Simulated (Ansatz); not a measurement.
ZnS (R3m, No. 160, 36 atoms in the cell; start mp-1200568; a measured phase of this formula has another space group)

Calculation: r²SCAN+rVV10 in Ansatz (PAW).

Settings: plane-wave cutoff 560 eV, 8×8×8 k mesh, Fermi–Dirac smearing 0.01 eV, scalar-relativistic PAW data made under PBE.

Cell (relaxed at this level):

```
ZnS
1.0
    1.89702     1.09525    55.86745
   -1.89702     1.09525    55.86745
    0.00000    -2.19049    55.86745
Zn S
18 18
Cartesian
  0.00000   0.00000  -0.00589
  0.00000   0.00000 158.29094
  0.00000   0.00000 148.97957
  0.00000   0.00000 139.67300
  0.00000   0.00000 133.46126
  0.00000   0.00000 121.04585
  0.00000   0.00000 108.62929
  0.00000   0.00000  96.21759
  0.00000   0.00000  90.00577
  0.00000   0.00000  80.70012
  0.00000   0.00000  71.38893
  0.00000   0.00000  58.96783
  0.00000   0.00000  49.66146
  0.00000   0.00000  43.44971
  0.00000   0.00000  31.03851
  0.00000   0.00000  18.62685
  0.00000   0.00000  12.41545
  0.00000   0.00000   6.20492
  0.00000   0.00000 165.27251
  0.00000   0.00000 155.96228
  0.00000   0.00000 146.65078
  0.00000   0.00000 137.34875
  0.00000   0.00000 131.13737
  0.00000   0.00000 118.71726
  0.00000   0.00000 106.30466
  0.00000   0.00000  93.89321
  0.00000   0.00000  87.68173
  0.00000   0.00000  78.37130
  0.00000   0.00000  69.06034
  0.00000   0.00000  56.63909
  0.00000   0.00000  47.33723
  0.00000   0.00000  41.12573
  0.00000   0.00000  28.71382
  0.00000   0.00000  16.30269
  0.00000   0.00000  10.09201
  0.00000   0.00000   3.88132
```

| Item | Value |
|---|---|
| band gap | 2.73 eV (on the SCF k mesh) |

Note: the relaxation could not lower the start's symmetry, so the cell can be a saddle point above a distorted one.

The computed numbers hold no vibrational or temperature effects.

A start named mp-… is a Materials Project structure, which need not be a measured phase.

Ansatz is a program for electronic structure.
